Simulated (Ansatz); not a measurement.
# Effect of N → Br on HfN

Consider HfN in the rock salt structure (space group Fm-3m, No. 225; a = 4.525 Å).

Perturbation: Br takes the place of N on all its sites; the structure is relaxed again.

All numbers come from r2SCAN in Ansatz (plane waves to 500 eV, PAW, no SOC). k-mesh 15×15×15 (Γ-centred); smearing 0.05 eV (Fermi–Dirac), for the changed cell.

```json
{
  "density": "10.28 g/cm³ (base 13.80 g/cm³)",
  "lattice_parameter_a": "5.507 Å (base 4.525 Å)",
  "space_group": "Fm-3m (No. 225) (base Fm-3m (No. 225))",
  "shortest_interatomic_distance": "2.753 Å (base 2.263 Å)",
  "band_gap": "zero (base zero)"
}
```

Stability against distortions was not tested. As relaxed here, HfBr is a hypothetical phase, not in the database extracts checked. All final runs are without spin polarisation. An odd electron count without spin: HfBr and HfN. HfBr has a high density of states at the Fermi level and may be magnetic at this level.

Ansatz is a quantum-chemistry and plane-wave program.
